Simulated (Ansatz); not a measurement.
Bond-angle distributions (per cent of the angles at each element, bins of 10°) of a relaxed model of amorphous Si₄₅O₁₈N₄₈ at 2.70 g/cm³. Level of theory: PBE, scalar-relativistic without spin-orbit coupling (plane waves to 420 eV, PAW; Ansatz, a quantum-chemistry and plane-wave program).

Preparation: random packing, a CHGNet melt and quench, and a DFT relaxation. O and N atoms were pushed apart under 1.9 Å during the dynamics, to hinder bonds among them. The hot cell started wider than the set density and was brought back towards it in steps. It is the lowest in DFT energy of 2 quenches. It is a model cell: composition and starting density were chosen by hand, and all elements were melted together. No dispersion term was used. Its density started from a set value of 2.60 and ended at 2.70 g/cm³. The simulated quench (nominally 130 K/ps over its main leg) is rapid and tends to freeze in more defects than a deposited or slowly cooled glass has. One small periodic cell is one sample of the glass; other quenches scatter about these values. The volume was free in the relaxation, at fixed shape. Stress components on the final sampling reach 2.3 GPa.

Neighbours within Si-Si 2.60 Å, Si-O 2.16 Å, Si-N 2.22 Å, O-O 1.58 Å, O-N 1.64 Å, N-N 1.70 Å count as bonded. Two cations that share two anions don't count as bonded, nor two that share one unless they lie closer than Si-Si 2.38 Å.

```tsv
angle (°)	at Si	at N
50-60	0	0
60-70	0	0
70-80	0	1
80-90	10	9
90-100	11	13
100-110	34	11
110-120	30	21
120-130	12	28
130-140	2	11
140-150	2	4
150-160	0	3
160-170	0	0
170-180	0	0
```

They go with these counts of neighbours within the cut-offs, cation contacts included: Si mean 3.9, most often 4; N mean 3.0, most often 3.
